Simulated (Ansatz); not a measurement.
Start from SiC in the zinc blende structure (space group F-43m, No. 216).

```
SiC
1.0
    0.00000     2.16449     2.16449
    2.16449     0.00000     2.16449
    2.16449     2.16449     0.00000
Si C
1 1
Direct
  0.00000   0.00000   0.00000
  0.25000   0.25000   0.25000
```

Cartesian axes are those of the cell as printed.

Level of theory: LDA (Ansatz, a quantum-chemistry and plane-wave program), no SOC.

For the base:

- Valley order = X along ⟨100⟩ 1.30 eV
- Electron mass = 0.68 mₑ along k, 0.23 mₑ across (at X)
- Valence-band top at Γ = 0.00, 0.00, 0.00 eV
- Pressure = 0.00 GPa

Modification: uniaxial strain ε_zz = −0.50 %, all other strain components held at zero; the atoms relax in the strained cell.

**Question.** What does the calculation give for the valley order after the change?

**Answer.** The valley order (the lowest conduction-band minima on the path, energy above the VBM, named in the base's zone) goes from X along ⟨100⟩ 1.30 eV to X along [001] 1.24 eV; X along [100] 1.29 eV.

**Question.** Estimate the effect on the electron mass.

**Answer.** The electron mass goes from 0.68 mₑ along k, 0.23 mₑ across (at X) to 0.67 mₑ along k, 0.23 mₑ across (at X).

**Question.** Predict the new valence-band top at Γ.

**Answer.** The valence-band top at Γ (three highest levels, from the VBM) goes from 0.00, 0.00, 0.00 eV to 0.00, -0.03, -0.03 eV.

**Question.** Predict the new pressure.

**Answer.** The pressure (mean of the normal stresses, compression positive) goes from zero to 1.16 GPa.

The levels and masses belong to the bands next to the band gap. Effective masses come from finite differences of ±0.01 Å⁻¹. Along k means along the line from Γ to the band edge. No phonon test of stability was made.
